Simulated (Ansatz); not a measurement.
TaC (model structure, started from the NbAs type, I4₁md, No. 109, 4 atoms in the cell), treated with PBEsol (plane waves, PAW; Ansatz, a quantum-chemistry and plane-wave program).

Numerical settings: plane-wave cutoff 520 eV, 28×28×28 k mesh, Fermi–Dirac smearing 0.05 eV, scalar-relativistic PAW data made under PBE.

Cell (relaxed at this level):

```
TaC
1.0
   -1.46247     1.46247     5.27110
    1.46247    -1.46247     5.27110
    1.46247     1.46247    -5.27110
Ta C
2 2
Direct
  0.50421   0.50421   0.00000
  0.25421   0.75421   0.50000
  0.91179   0.91179   0.00000
  0.66179   0.16179   0.50000
```

Problem. Give the computed bulk modulus B0.

Solution. 
- bulk modulus B0 = 316 GPa

The run finds no gap.

Note: the bulk modulus is −V dP/dV from two relaxed cells at ±2 % in volume; the relaxation could raise the start's symmetry but not lower it, so the cell can be a saddle point.

Spin–orbit coupling is not included; it can open a gap where bands touch, and shift volumes and moduli.

The computed numbers hold no vibrational or temperature effects.

It cost roughly 18 core-minutes of CPU time.

A model structure was made by putting elements into a prototype or built by hand; it is no filed structure, need not be a known phase, and can be a saddle point held by its symmetry.
